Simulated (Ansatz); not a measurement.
The reference is MoSi2 (space group I4/mmm, No. 139; a = 3.2169 Å, c = 7.8730 Å).

All numbers come from DFT with PBE, PAW potentials and a 420 eV plane-wave cutoff in Ansatz (an electronic-structure program), without spin-orbit coupling.

For the base:

| Item | Value |
|---|---|
| Lattice parameter a | 3.217 Å |
| c/a ratio | 2.447 |

Modification: Os takes the place of Si on all its sites, then cell and atoms are relaxed.

Tabulated Pauling electronegativity and covalent radius: Si 1.90, 1.11 Å; Os 2.20, 1.44 Å.

Problem. What does the calculation give for the lattice parameter a after the change?

Solution. The lattice parameter a goes up by 0.037 Å, from 3.217 Å to 3.254 Å.

Problem. Estimate the effect on the c/a ratio.

Solution. The c/a ratio increases by 0.187 to 2.634.

Whether these cells are dynamically stable was not tested. As relaxed here, MoOs2 is a hypothetical phase, not in the database extracts checked. The final runs are not spin-polarised.
